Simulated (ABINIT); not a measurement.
Input and output of a self-consistent single point for Al (Fm-3m, 1 atom in the cell) (ABINIT).

Level of theory: PBE, norm-conserving pseudopotentials (PseudoDojo nc-sr-05 PBE standard) (plane waves; ABINIT 10.0.3).

The change in words: lattice scaled by 0.98. Reference geometry:
```
CELL_PARAMETERS angstrom
      0.00000     2.01522     2.01522
      2.01522     0.00000     2.01522
      2.01522     2.01522     0.00000
ATOMIC_POSITIONS crystal
  Al 0.00000 0.00000 0.00000
```

Reference input (self-consistent single point, DFT, PBE, plane waves, norm-conserving pseudopotentials (PseudoDojo nc-sr-05 PBE standard)): pseudos = [Al.upf]; ecut = 40 Ry; ixc = 11; occopt = 3; tsmear = 0.00367493 Ha; ngkpt = 10 10 10; nshiftk = 1; shiftk = 0 0 0; potentials = PseudoDojo nc-sr-05 PBE standard; nband = 7; kptopt = 1; nstep = 100. This run's input differs from it in these lines:

```diff
@@ -3,7 +3,7 @@
 pseudos "Al.upf"
-acell 2.8499571120 2.8499571120 2.8499571120 Angstrom
+acell 2.7929586486 2.7929586486 2.7929586486 Angstrom
 rprim
-        -0.0000000000    0.7071067812    0.7071067812
+         0.0000000000    0.7071067812    0.7071067812
          0.7071067812   -0.0000000000    0.7071067812
-         0.7071067812    0.7071067812   -0.0000000000
+         0.7071067812    0.7071067812    0.0000000000
 natom 1
```

Output, abridged:

```
--- !BeginCycle
solver: {iscf: 7, nstep: 100, nline: 4, wfoptalg: 0, }
tolerances: {tolvrs: 1.00E-12, }
...

     iter   Etot(hartree)      deltaE(h)  residm     vres2
 ETOT  1  -2.3154632345214    -2.315E+00 5.882E-02 1.046E+00
 ETOT  2  -2.3166591917971    -1.196E-03 5.420E-02 4.018E-02
 ETOT  3  -2.3166632031950    -4.011E-06 3.637E-03 3.318E-04
 ETOT  4  -2.3166632548383    -5.164E-08 3.179E-03 7.259E-07
 ETOT  5  -2.3166632549264    -8.811E-11 2.682E-04 5.800E-09
 ETOT  6  -2.3166632549274    -9.215E-13 5.303E-04 1.633E-11
 ETOT  7  -2.3166632549274    -4.441E-16 2.310E-04 7.900E-14
 At SCF step    7       vres2   =  7.90E-14 < tolvrs=  1.00E-12 =>converged.

 Cartesian components of stress tensor (hartree/bohr^3)
  sigma(1 1)= -1.94972328E-04  sigma(3 2)=  0.00000000E+00
  sigma(2 2)= -1.94972328E-04  sigma(3 1)=  0.00000000E+00
  sigma(3 3)= -1.94972328E-04  sigma(2 1)=  0.00000000E+00

 ----iterations are completed or convergence reached----

 reduced coordinates (array xred) for    1 atoms
       0.000000000000      0.000000000000      0.000000000000
 cartesian forces (eV/Angstrom) at end:
    1     -0.00000000000000    -0.00000000000000    -0.00000000000000
 frms,max,avg= 0.0000000E+00 0.0000000E+00   0.000E+00  0.000E+00  0.000E+00 e/A
 length scales=  5.277926946328  5.277926946328  5.277926946328 bohr
              =  2.792958648600  2.792958648600  2.792958648600 angstroms
   [... lines left out ...]
 Fermi (or HOMO) energy (hartree) =   0.28252   Average Vxc (hartree)=  -0.37252
 Fermi (or HOMO) energy (eV) =   7.68785   Average Vxc (eV)= -10.13666
   [... lines left out ...]
total_energy        : -2.31666325492736E+00
total_energy_eV     : -6.30396131041854E+01
band_energy         :  3.28018443336705E-01
...

-Cartesian components of stress tensor (GPa)         [Pressure=  5.7363E+00 GPa]
- sigma(1 1)= -5.73628297E+00  sigma(3 2)=  0.00000000E+00
- sigma(2 2)= -5.73628297E+00  sigma(3 1)=  0.00000000E+00
- sigma(3 3)= -5.73628297E+00  sigma(2 1)=  0.00000000E+00

 Calculation completed.
```

The run converged in 7 iterations. Against the reference run the free energy rises by 17.5 meV/atom and the pressure goes from 0.37 to 5.74 GPa.

The starting cell comes from a database of computed structures (which also holds hypothetical and non-ambient phases and stackings), without a prior relaxation at this level. Its lattice was rescaled by a random factor within 2.5 % of one. For this run, on top of that: lattice scaled by 0.98. With a pressure of about 6 GPa the cell is away from its equilibrium volume at this level.
